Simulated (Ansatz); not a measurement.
The parent structure is YCu (space group Pnma, No. 62; a cell from a computed database, its experimental status unchecked).

```xyz
8
Lattice="7.0665 0.0000 0.0000 0.0000 4.4118 0.0000 0.0000 0.0000 5.3166" Properties=species:S:1:pos:R:3 pbc="T T T"
Y      1.2815     3.3089     4.6086
Y      5.7850     1.1030     0.7080
Y      2.2517     1.1030     1.9503
Y      4.8148     3.3089     3.3663
Cu     0.2269     3.3089     2.0032
Cu     6.8396     1.1030     3.3135
Cu     3.3064     1.1030     4.6615
Cu     3.7602     3.3089     0.6552
```

Cartesian axes are those of the cell as printed.

Level of theory: PBEsol, PAW, 420 eV (Ansatz, an electronic-structure program; scalar-relativistic without spin-orbit coupling).

Perturbation: every lattice vector is stretched by 1.20 %; the atoms relax in the strained cell.

Problem. Predict the stress tensor and what it implies for the stiffness.

Solution. Stress of the strained cell less that of the base (GPa, compression positive):
```
   -2.4     0.0     0.0
    0.0    -2.6     0.0
    0.0     0.0    -2.5
```

Then B = −ΔP/(ΔV/V₀) with ΔV/V₀ = 0.0364 gives secant stiffness values (nonlinear terms included at this strain): B (at held cell shape, above the free-shape value) ≈ 69 GPa.

As a check, the harmonic strain energy −½ V₀ Δσ:ε is 5.8 meV/atom; the computed energy rise is 6.1 meV/atom.

Whether these cells are dynamically stable was not tested. All final runs are without spin polarisation.
